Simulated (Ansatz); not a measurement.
Band structure of KLaF4 (P4/mmm, 6 atoms in the cell).

```
CELL_PARAMETERS angstrom
      3.97936     0.00000     0.00000
      0.00000     3.97936     0.00000
      0.00000     0.00000     6.01140
ATOMIC_POSITIONS crystal
  K  0.00000 0.00000 0.00000
  La 0.50000 0.50000 0.50000
  F  0.50000 0.00000 0.71639
  F  0.50000 0.00000 0.28361
  F  0.00000 0.50000 0.71639
  F  0.00000 0.50000 0.28361
```

Level of theory: PBEsol, PAW files made with PBE (plane waves; Ansatz, a first-principles code).

Settings: kpoints.mp_grid.grid = 6 6 4; hamiltonian.xc = pbesol; hamiltonian.pseudopotentials = {kind: paw} (the program's default PAW files); scf.occupations.method = fermi_dirac; scf.occupations.width = 0.01 eV; kpoints.band_path.npoints = 8.

The starting cell comes from a database of computed structures (which also holds hypothetical and non-ambient phases and stackings), without a prior relaxation at this level. Its lattice was rescaled by a random factor within 2.5 % of one.

Q: Predict the gap along the standard path and the places of the band edges.

A: The gap along the path is 6.86 eV, from M to A; the smallest direct gap on it is 6.90 eV. Another conduction valley lies within 0.1 eV, so the order of the valleys is not sure.

Levels in eV from the top of the valence band on the path, bands 21 to 28:
| point | 21 | 22 | 23 | 24 | 25 | 26 | 27 | 28 |
|---|---|---|---|---|---|---|---|---|
| Γ | -0.50 | -0.44 | -0.38 | -0.38 | 7.00 | 7.17 | 7.17 | 7.25 |
| X | -0.92 | -0.53 | -0.49 | -0.27 | 6.88 | 7.11 | 7.15 | 7.16 |
| M | -0.70 | -0.62 | -0.20 | 0.00 | 7.01 | 7.01 | 7.05 | 7.18 |
| Z | -0.37 | -0.37 | -0.35 | -0.35 | 7.00 | 7.17 | 7.17 | 7.24 |
| R | -0.79 | -0.76 | -0.47 | -0.33 | 6.89 | 7.09 | 7.12 | 7.15 |
| A | -0.70 | -0.70 | -0.16 | -0.04 | 6.86 | 7.01 | 7.01 | 7.19 |

Keys are those of Ansatz 0.2.
